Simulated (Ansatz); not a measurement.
**Pressure series in CdS**

Take CdS in the zinc blende structure (space group F-43m, No. 216; a = 5.824 Å) as the base.

Cell and atoms are relaxed at each pressure.

Calculations: Kohn–Sham DFT with the PBEsol functional, run in Ansatz (a first-principles code) with PAW and 420 eV plane waves, no spin-orbit coupling.

```csv
case,width of the top valence band,band gap,lattice parameter a
base,2.24 eV,1.01 eV,5.824 Å
pressure −2 GPa,2.12 eV,0.94 eV,5.893 Å
pressure −1 GPa,2.18 eV,0.98 eV,5.857 Å
pressure 0.9 GPa,2.29 eV,1.04 eV,5.797 Å
pressure 2.1 GPa,2.36 eV,1.08 eV,5.763 Å
pressure 4.5 GPa,___,___,___
pressure 9 GPa,2.67 eV,1.23 eV,5.609 Å
pressure 15 GPa,2.89 eV,1.32 eV,5.510 Å
pressure 22.5 GPa,3.13 eV,1.40 eV,5.411 Å
pressure 30 GPa,3.34 eV,1.46 eV,5.331 Å
```

Q: Fill in the withheld entries from the trend.

A: 
- pressure 4.5 GPa, width of the top valence band: 2.48 eV
- pressure 4.5 GPa, band gap: 1.14 eV
- pressure 4.5 GPa, lattice parameter a: 5.703 Å

Load acts through the strain it causes; cell and atoms are relaxed under it. Whether these cells are dynamically stable was not tested. Tetrahedral semiconductors of this kind turn to denser phases somewhere between about 1 and 50 GPa; those were not computed, so compressed cells here can lie past the real transition.
